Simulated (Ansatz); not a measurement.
# LiCl: response to strain

Take LiCl in the rock salt structure (space group Fm-3m, No. 225; a = 5.064 Å) as the base.

Strains are applied to the cell and any free atomic positions relax.

Method: PBEsol (Ansatz, an electronic-structure program; PAW; 420 eV plane waves; no SOC).

Candidates:
(a) isotropic strain +2.00 %
(b) isotropic strain +0.50 %
(c) isotropic strain −1.50 %
(d) isotropic strain +1.00 %
(e) isotropic strain −1.00 %

Base values:

```
Quantity   Result
--------  -------
Band gap  6.35 eV
```

Order them by band gap, highest first.

(c) isotropic strain −1.50 % (6.61 eV), (e) isotropic strain −1.00 % (6.53 eV), (b) isotropic strain +0.50 % (6.26 eV), (d) isotropic strain +1.00 % (6.17 eV), (a) isotropic strain +2.00 % (6.01 eV)

Stability against distortions was not tested.
